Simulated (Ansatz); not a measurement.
Partial pair distribution functions of a relaxed model of amorphous Ru24Al24, broadened by 0.06 Å; density 7.18 g/cm³. All values below come from PBE, scalar-relativistic without spin-orbit coupling (plane waves to 420 eV, PAW; Ansatz, a program for electronic structure).

A CHGNet melt-quench gave the starting glass, which DFT then relaxed. The hot cell started wider than the set density and was brought back towards it in steps. It is the lowest in DFT energy of 2 quenches. It is a model cell: composition and starting density were chosen by hand, and all elements were melted together. No dispersion term was used. Its density started from a set value of 6.90 and ended at 7.18 g/cm³. The quench (nominally 230 K/ps over its main leg) was far faster than any real one, so the model tends to hold more defects than a real film. One small periodic cell is one sample of the glass; other quenches scatter about these values. The volume was free in the relaxation, at fixed shape. Stress components on the final sampling reach 1.7 GPa. On a 2×2×2 Γ-centred mesh force components of up to 0.21 eV/Å stay, since the relaxation ran on one k-point at (1/4, 1/4, 1/4).

```csv
r (Å),g Ru-Al,g Ru-Ru,g Al-Al
2.25,0.01,0.00,0.00
2.35,0.49,0.03,0.00
2.45,3.54,0.52,0.10
2.55,6.54,1.54,0.98
2.65,5.73,2.34,1.66
2.75,3.13,3.17,2.38
2.85,1.47,2.34,2.19
2.95,0.41,1.97,2.15
3.05,0.05,1.79,1.93
3.15,0.15,1.29,1.77
3.25,0.16,0.54,0.99
3.35,0.23,0.43,0.81
3.45,0.28,0.26,0.47
3.55,0.30,0.10,0.44
3.65,0.40,0.19,0.58
3.75,0.51,0.39,0.56
3.85,0.52,0.54,0.59
3.95,0.55,0.78,0.80
4.05,0.49,0.68,0.75
4.15,0.52,0.96,1.02
4.25,0.87,1.30,1.26
4.35,1.06,1.48,1.34
4.45,1.01,1.50,1.20
```

Within 3.04 Å each Ru has 6.21 Al neighbours on average.
